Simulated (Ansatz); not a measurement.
How the bulk modulus of W₂B₂Si (model structure, started from the Ti2InB2 type, P-6m2, No. 187, 5 atoms in the cell) moves with the method

No measured value is used here.

| level (code) | value (GPa) | cell (Å³/atom) |
|---|---|---|
| LDA (Ansatz) | 296 | 10.87 |
| PBE (Ansatz) | 271 | 11.31 |
| PBEsol (Ansatz) | 285 | 11.07 |
| r²SCAN (Ansatz) | 287 | 11.15 |

Density-functional levels without +SOC have no spin–orbit coupling. LDA, PBE, PBEsol, r²SCAN: the run has no spin polarisation, so it can have missed a magnetic state. LDA, PBE, PBEsol, r²SCAN: the bulk modulus is −V dP/dV from two relaxed cells at ±2 % in volume. Each level is taken at its own relaxed cell. Cutoffs differ between the levels. Ansatz's density-functional and Hartree–Fock values are scalar-relativistic unless marked +SOC, with PAW data made under PBE.

A model structure was made by putting elements into a prototype or built by hand; it is no filed structure, need not be a known phase, and can be a saddle point held by its symmetry.

Ansatz is a program for electronic structure.
